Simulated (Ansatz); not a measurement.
The reference is SiC in the wurtzite structure (space group P6_3mc, No. 186; a = 3.092 Å, c = 5.074 Å).

Computed with PBE (Ansatz, a quantum-chemistry and plane-wave program), no SOC, earlier PAW set.

```tsv
level	band gap	lattice parameter a	lattice parameter c
PBE	2.31 eV	3.092 Å	5.074 Å
```

Measured: band gap 3.33 eV (temperature not stated; as listed in Daiki Deguchi et al., Japanese Journal of Applied Physics (2016)); lattice parameter a 3.0763 Å (room temperature; as listed in Beate Paulus, Fa-Jian Shi, Hermann Stoll, Journal of Physics Condensed Matter (1997)); lattice parameter c 5.048 Å (room temperature; as listed in Beate Paulus, Fa-Jian Shi, Hermann Stoll, Journal of Physics Condensed Matter (1997)).

Computed minus measured — band gap: PBE -1.02 eV; lattice parameter a: PBE +0.5 %; lattice parameter c: PBE +0.5 %. Measured values not marked as corrected hold thermal and zero-point effects that the static-lattice runs lack. A measured gap can be an optical one, lowered by exciton binding.

Whether these cells are dynamically stable was not tested.
